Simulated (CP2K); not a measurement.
Worked example: self-consistent single point of BaGaSi (P-6m2, 3 atoms in the cell) in CP2K

Method: PBEsol, GPW, DZVP-MOLOPT-SR-GTH basis, GTH-PBE potentials (GTH_POTENTIALS) run with CP2K 2026.2.

Input:

```
&GLOBAL
  PROJECT run
  RUN_TYPE ENERGY_FORCE
  PRINT_LEVEL LOW
&END GLOBAL
&FORCE_EVAL
  METHOD Quickstep
  STRESS_TENSOR ANALYTICAL
  &DFT
    BASIS_SET_FILE_NAME BASIS_MOLOPT
    POTENTIAL_FILE_NAME GTH_POTENTIALS
    &QS
      METHOD GPW
      EPS_DEFAULT 1E-10
    &END QS
    &MGRID
      CUTOFF 600
      REL_CUTOFF 40
      NGRIDS 5
    &END MGRID
    &SCF
      SCF_GUESS ATOMIC
      EPS_SCF 1E-6
      MAX_SCF 100
      ADDED_MOS 6
      &DIAGONALIZATION
        ALGORITHM STANDARD
      &END DIAGONALIZATION
      &MIXING
        METHOD BROYDEN_MIXING
        ALPHA 0.2
        NBUFFER 8
      &END MIXING
      &SMEAR ON
        METHOD FERMI_DIRAC
        ELECTRONIC_TEMPERATURE [K] 1160.45
      &END SMEAR
    &END SCF
    &KPOINTS
      SCHEME MONKHORST-PACK 7 7 5
    &END KPOINTS
    &XC
      &XC_FUNCTIONAL
        &PBE
          PARAMETRIZATION PBESOL
        &END PBE
      &END XC_FUNCTIONAL
    &END XC
    &PRINT
      &MO
        EIGENVALUES T
        OCCUPATION_NUMBERS T
        NDIGITS 8
        FILENAME mo
        &EACH
          QS_SCF 0
        &END EACH
        ADD_LAST NUMERIC
      &END MO
      &MULLIKEN OFF
      &END MULLIKEN
    &END PRINT
  &END DFT
  &SUBSYS
    &CELL
      A 4.28356800 0.00000000 0.00000000
      B -2.14178400 3.70967800 0.00000000
      C 0.00000000 0.00000000 5.23810700
      PERIODIC XYZ
    &END CELL
    &COORD
      Ba       0.00000000     0.00000000     0.00000000
      Ga      -0.00000214     2.47311990     2.61905350
      Si       2.14178614     1.23655810     2.61905350
    &END COORD
    &KIND Ba
      BASIS_SET DZVP-MOLOPT-SR-GTH-q10
      POTENTIAL GTH-PBE-q10
    &END KIND
    &KIND Ga
      BASIS_SET DZVP-MOLOPT-SR-GTH-q13
      POTENTIAL GTH-PBE-q13
    &END KIND
    &KIND Si
      BASIS_SET DZVP-MOLOPT-SR-GTH-q4
      POTENTIAL GTH-PBE-q4
    &END KIND
  &END SUBSYS
  &PRINT
    &FORCES ON
    &END FORCES
    &STRESS_TENSOR ON
    &END STRESS_TENSOR
  &END PRINT
&END FORCE_EVAL
```

Output (repeated stretches shortened):

```
 GLOBAL| Method name                                                        CP2K
 GLOBAL| Project name                                                        run
 GLOBAL| Run type                                                   ENERGY_FORCE

 TOTAL NUMBERS AND MAXIMUM NUMBERS

  Total number of            - Atomic kinds:                                   3
                             - Atoms:                                          3
                             - Shell sets:                                     3
                             - Shells:                                        18
                             - Primitive Cartesian functions:                 16
                             - Cartesian basis functions:                     59
                             - Spherical basis functions:                     52

  Maximum angular momentum of- Orbital basis functions:                        3
                             - Local part of the GTH pseudopotential:          2
                             - Non-local part of the GTH pseudopotential:      4

 SCF PARAMETERS         Density guess:                                    ATOMIC
                        max_scf:                                             100
                        max_diis:                                              4
                        eps_scf:                                        1.00E-06
                        eps_diis:                                       1.00E-01
                        eps_eigval:                                     1.00E-05
                        level_shift [a.u.]:                             0.000000
                        added MOs                                         6    0
                        Mixing method:                            BROYDEN_MIXING
                                                charge density mixing in g-space
                        Smear method:                                FERMI_DIRAC
                        Electronic temperature [K]:                       1160.5
                        Electronic temperature [a.u.]:                  3.67E-03
                        Accuracy threshold:                             1.00E-10
                        No outer SCF

 Extrapolation method: initial_guess

 Number of electrons:                                                         27
 Number of occupied orbitals:                                                 14
 Number of molecular orbitals:                                                20

 Number of orbital functions:                                                 52
 Number of independent orbital functions:                                     52

 SCF WAVEFUNCTION OPTIMIZATION

  Step     Update method      Time    Convergence         Total energy    Change
     1 NoMix/Diag. 0.20E+00      -     1.69419950      -104.1724581037 -1.04E+02
     2 Broy./Diag. 0.20E+00      -     0.02167897      -104.2566222134 -8.42E-02
     3 Broy./Diag. 0.20E+00      -     0.04495175      -103.9718171111  2.85E-01
     4 Broy./Diag. 0.20E+00      -     0.00879090      -103.8045664624  1.67E-01
     5 Broy./Diag. 0.20E+00      -     0.00382644      -103.8147216634 -1.02E-02
     6 Broy./Diag. 0.20E+00      -     0.00133986      -103.8267536572 -1.20E-02
     7 Broy./Diag. 0.20E+00      -     0.00042329      -103.8296254726 -2.87E-03
     8 Broy./Diag. 0.20E+00      -     0.00022286      -103.8303373177 -7.12E-04
     9 Broy./Diag. 0.20E+00      -     0.00003777      -103.8303773789 -4.01E-05
    10 Broy./Diag. 0.20E+00      -     0.00004310      -103.8303318127  4.56E-05
    11 Broy./Diag. 0.20E+00      -     0.00000195      -103.8303019526  2.99E-05
    12 Broy./Diag. 0.20E+00      -     0.00000248      -103.8302936340  8.32E-06
    13 Broy./Diag. 0.20E+00      -     0.00000010      -103.8302923695  1.26E-06

  *** SCF run converged in    13 steps ***

  Electronic density on regular grids:        -26.9999999650        0.0000000350
  Core density on regular grids:               26.9999999968       -0.0000000032
  Total charge density on r-space grids:        0.0000000318
  Total charge density g-space grids:           0.0000000318

  Overlap energy of the core charge distribution:               0.00000000004269
  Self energy of the core charge distribution:               -159.79168666171680
  Core Hamiltonian energy:                                     41.41630716273135
  Hartree energy:                                              29.42815774613386
  Exchange-correlation energy:                                -14.88138933763392
  Electronic entropic energy:                                  -0.00168127908097
  Fermi energy:                                                 0.23312303588178

  Total energy:                                              -103.83029236950635
  Total energy (extrapolated to T->0):                       -103.82945172996587

 ENERGY| Total FORCE_EVAL ( QS ) energy [hartree]           -103.830293435204368

 FORCES| Atomic forces [hartree/bohr]
 FORCES|   Atom     x               y               z               |f|
 FORCES|      1 -4.14147908E-08  9.31405670E-09 -7.07705478E-15   4.24492232E-08
 FORCES|      2  6.85525752E-06 -3.96174216E-06  4.23617590E-16   7.91769894E-06
 FORCES|      3  7.32242691E-08 -2.07017584E-08  7.76416455E-16   7.60943913E-08
 FORCES| Sum     6.88706699E-06 -3.97312986E-06 -5.87702073E-15
 FORCES| Total atomic force                                       7.95094036E-06

 STRESS| Analytical stress tensor [bar]
 STRESS|                        x                   y                   z
 STRESS|      x       -1.88399797066E+04   1.08535843685E+01   1.50996549548E-09
 STRESS|      y        1.08535843685E+01  -1.88271504037E+04  -8.99250486435E-10
 STRESS|      z        1.50996549548E-09  -8.99250486435E-10  -3.00391027019E+04
 STRESS| 1/3 Trace                                            -2.25687442707E+04
```

The run converged in 13 iterations.

The starting cell comes from a database of computed structures (which also holds hypothetical and non-ambient phases and stackings), without a prior relaxation at this level. Its lattice was rescaled by a random factor within 2.5 % of one. Values carry the incompleteness of an atom-centred basis. The potentials were made for another functional than the one used.
